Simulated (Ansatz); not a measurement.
Candidates (primitive cells; geometry: cell and atoms relaxed with PBEsol):
A. GaP (F-43m), a = b = c = 3.846 Å, α = β = γ = 60.00°
B. Si (Fd-3m), a = b = c = 3.842 Å, α = β = γ = 60.00°
C. BN (F-43m), a = b = c = 2.549 Å, α = β = γ = 60.00°

### Question
Rank these by hole conductivity mass (lowest first), as r2SCAN, rigid bands in Ansatz (a quantum-chemistry and plane-wave program) gives it.

### Answer
B (0.31 mₑ), A (0.41 mₑ), C (0.67 mₑ)

Masses are for dilute carriers at 300 K, harmonic means over directions unless an axis is named. Spin-orbit coupling is left out.
